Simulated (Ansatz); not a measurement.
The starting structures come from a database of crystals and need not be the phases stable at ambient conditions.

 Where the default PAW files enter, the runs use the earlier of Ansatz's two default sets.

Evanescent states of K₂Se (Fm-3m, anti-fluorite, not sure to be the ambient phase, 3 atoms a cell, 37.6 Å³ an atom) along the normal of (001)

Level of theory: PBEsol (plane waves, PAW; Ansatz, a first-principles code).

The gap is the functional's own, uncorrected, and κ follows it; spin-orbit coupling is left out. Mid-gap values are interpolated between the computed energies.

Energies count from the valence-band top; κ is the least over a 6×6 mesh across the current.

```
E (eV)  κ (1/Å)  where
------  -------  -----
0.06      0.130  off Γ
0.17      0.198      Γ
0.28      0.217      Γ
0.39      0.231      Γ
0.49        ___      Γ
0.60        ___      Γ
0.71        ___      Γ
0.82        ___      Γ
0.94        ___      Γ
1.04        ___      Γ
1.16        ___      Γ
1.26        ___      Γ
1.38        ___      Γ
1.49        ___      Γ
1.59        ___      Γ
1.71      0.162      Γ
1.81      0.137      Γ
1.93      0.104      Γ
2.04      0.046      Γ
```

Problem. Complete the blanks.

Solution. 
- 0.49, κ (1/Å): 0.240
- 0.60, κ (1/Å): 0.245
- 0.71, κ (1/Å): 0.247
- 0.82, κ (1/Å): 0.247
- 0.94, κ (1/Å): 0.244
- 1.04, κ (1/Å): 0.239
- 1.16, κ (1/Å): 0.232
- 1.26, κ (1/Å): 0.223
- 1.38, κ (1/Å): 0.212
- 1.49, κ (1/Å): 0.199
- 1.59, κ (1/Å): 0.182
